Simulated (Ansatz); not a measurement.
Consider YN in the rock salt structure (space group Fm-3m, No. 225; a = 4.856 Å). Axes: x, y, z lie along the cube axes.

Calculations: DFT with PBEsol, PAW potentials and a 420 eV plane-wave cutoff in Ansatz (a quantum-chemistry and plane-wave program), scalar-relativistic without spin-orbit coupling, earlier PAW set.

Before the change:

```
Property                             Value
---------------------  -------------------
Valence-band top at Γ  0.00, 0.00, 0.00 eV
```

One thing is altered: biaxial strain +0.34 %, plane normal [111], relaxed out of plane (Cartesian); in-plane vectors clamped, the third vector and the atoms free.

Task: How does this affect the out-of-plane strain, valence-band top at Γ and hole mass?

Result: The out-of-plane strain is -0.17 %; the valence-band top at Γ (three highest levels, from the VBM) goes from 0.00, 0.00, 0.00 eV to 0.00, -0.02, -0.02 eV; the hole mass is 0.25 mₑ out of plane, 0.48 mₑ in plane (at Γ).

The levels and masses belong to the bands next to the band gap. Effective masses come from finite differences of ±0.01 Å⁻¹. No phonon test of stability was made.
